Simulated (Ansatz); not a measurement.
System: fluorite PbF2 (high-temperature phase). Method: PBEsol+SOC (Ansatz, a program for electronic structure, PAW).

Settings: plane-wave cutoff 520 eV, 10×10×10 k mesh, Fermi–Dirac smearing 0.01 eV, PAW data made under PBE.

Cell (relaxed at this level):

Space group Fm-3m (No. 225); a = b = c = 5.8958 Å, α = β = γ = 90.00°

```tsv
atom	site	symmetry	x	y	z
Pb	4a	m-3m	0.0000	0.0000	0.0000
F	8c	-43m	0.2500	0.2500	0.2500
```
(The calculation used a cell of 3 atoms; values per cell refer to that cell.)

Q: Predict the direct gap at Γ, smallest direct gap on the k points sampled, bulk modulus B0 and pressure derivative B′ of the bulk modulus.

A: 
* **direct gap at Γ**: 7.01 eV
* **smallest direct gap on the k points sampled**: 4.08 eV
* **bulk modulus B0**: 76.5 GPa
* **pressure derivative B′ of the bulk modulus**: 4.8

Measured, for comparison: bulk modulus 64 GPa (temperature not stated, not corrected to a static lattice; as tabulated in Cadelano and Cappellini (2011), arXiv:1107.5962). Computed (rounded) less measured: bulk modulus +20 %.

Computed values are for the static lattice.

Computing time: around 4 core-minutes (rough).
